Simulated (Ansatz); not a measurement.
Base system: Al2Cu (space group I4/mcm, No. 140).

```xyz
6
Lattice="-3.0029 3.0029 2.3949 3.0029 -3.0029 2.3949 3.0029 3.0029 -2.3949" Properties=species:S:1:pos:R:3 pbc="T T T"
Al     0.9552     3.9581     0.0000
Al     0.9552     2.0477     2.3949
Al     2.0477     0.9552     0.0000
Al     2.0477    -0.9552     2.3949
Cu     0.0000     0.0000     1.1974
Cu     0.0000     0.0000     3.5923
```

Computed with DFT with r2SCAN, PAW potentials and a 500 eV plane-wave cutoff in Ansatz (a program for electronic structure), without spin-orbit coupling.

For the base:

```
Property           Result
---------------  --------
Volume per atom  14.40 Å³
```

The change: Pt takes the place of Cu on all its sites, then cell and atoms are relaxed.

Q: Predict the new volume per atom.

A: The volume per atom rises by 1.65 Å³ to 16.05 Å³.

Whether these cells are dynamically stable was not tested. As relaxed here, Al2Pt is a hypothetical phase, not in the database extracts checked. The final runs are not spin-polarised.
